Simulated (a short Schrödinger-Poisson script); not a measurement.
Stack: MOS inversion layer, HfO2 on p-type Si(110), at 400 K.

| layer | material | thickness (nm) | Na (cm⁻³) |
|---|---|---|---|
| 1 | HfO2 | 11.8 | - |
| 2 | Si | 280 | 2.3e18 |

The device is made up for the run: typed textbook-type constants, with dimensions and the other settings drawn at random. HfO2: permittivity 22, conduction-band edge (eV) 1.55, gap (eV) 5.7, electron mass (mₑ) 0.2. Si: permittivity 11.7, conduction-band edge (eV) 0, gap (eV) 1.124, Nv at 300 K (cm⁻³) 3.1e19.

Channel valleys (confinement mass, in-plane density-of-states mass, number): Δ4 0.315, 0.324, 4; Δ2 0.19, 0.417, 2. At the gate the conduction-band edge of layer 1 lies 1.62 eV − eVg above the Fermi level of the channel; the field vanishes at the back. Gaps are held at their typed values at every temperature. Mesh 0.03 nm at interfaces.

Solved with a short Schrödinger-Poisson script written for these runs: 1D Poisson equation in equilibrium, electrons quantum, Hartree (BenDaniel-Duke, 12 states a valley, the channel's in-plane mass for all, wave functions ending at the dielectric), parabolic valleys, classical holes, full ionisation, no traps, pinning or gate leakage.

The same stack at other levels of the model or other numerical settings:

| run | sheet density of all electrons at Vg = 2.1 V (cm⁻²) | sheet density of all electrons at Vg = 0.9 V (cm⁻²) | capacitance at Vg = 2.1 V (μF/cm²) | centroid of the channel electrons at Vg = 2.1 V (nm) | rough cost against the base |
|---|---|---|---|---|---|
| base | 1.09e13 | 1.27e12 | 1.37 | 1.51 | about 1 |
| electrons treated as classical, Boltzmann | 1.43e13 | 2.84e12 | 1.58 | 0.28 | 0.03 |
| electrons treated as classical, Fermi-Dirac | 1.36e13 | 2.73e12 | 1.51 | 0.43 | 0.2 |
| mesh six times as coarse | 1.09e13 | 1.28e12 | 1.37 | 1.51 | 0.3 |
| one subband a valley | 1.09e13 | 1.27e12 | 1.37 | 1.51 | 0.5 |

The classical rows ignore confinement, and Boltzmann statistics overrate the density once the band edge passes the Fermi level.
